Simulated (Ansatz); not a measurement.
Take SiC (space group P6_3mc, No. 186; a = 3.094 Å, c = 10.129 Å) as the base. Axes: x lies along a and z along c of the hexagonal cell.

Structures relaxed with PBE, PAW, 420 eV (Ansatz, a quantum-chemistry and plane-wave program; no spin-orbit coupling).

Base:

Simulated powder pattern, Cu Kα, λ = 1.54184 Å (kinematic, ideal powder, no thermal factors, no anomalous dispersion; the 8 strongest lines at most, above 2 %, up to 2θ = 90°):

| 2θ (°) | I/Imax (%) | hkl |
|---|---|---|
| 33.44 | 25 | (100) |
| 34.63 | 100 | (101) |
| 35.45 | 67 | (004) |
| 37.99 | 99 | (102) |
| 56.99 | 26 | (105) |
| 59.78 | 61 | (110) |
| 65.33 | 46 | (106) |
| 71.46 | 46 | (114) |

After one change:

Simulated powder pattern, Cu Kα, λ = 1.54184 Å (kinematic, ideal powder, no thermal factors, no anomalous dispersion; the 8 strongest lines at most, above 2 %, up to 2θ = 90°):

| 2θ (°) | I/Imax (%) |
|---|---|
| 32.44 | 25 |
| 33.67 | 100 |
| 35.65 | 62 |
| 37.14 | 96 |
| 56.55 | 25 |
| 57.87 | 62 |
| 65.02 | 43 |
| 69.85 | 46 |

Question: What was done to the base?
A) biaxial strain +2.25 %, plane normal [001], relaxed out of plane
B) biaxial strain +3.00 %, plane normal [001], relaxed out of plane
C) biaxial strain +0.75 %, plane normal [001], relaxed out of plane
D) biaxial strain +1.50 %, plane normal [001], relaxed out of plane

Answer: B, biaxial strain +3.00 %, plane normal [001], relaxed out of plane. Its volume per atom is 11.08 Å³ against 10.50 Å³, and its space group is P6_3mc (No. 186).

Stability against distortions was not tested.
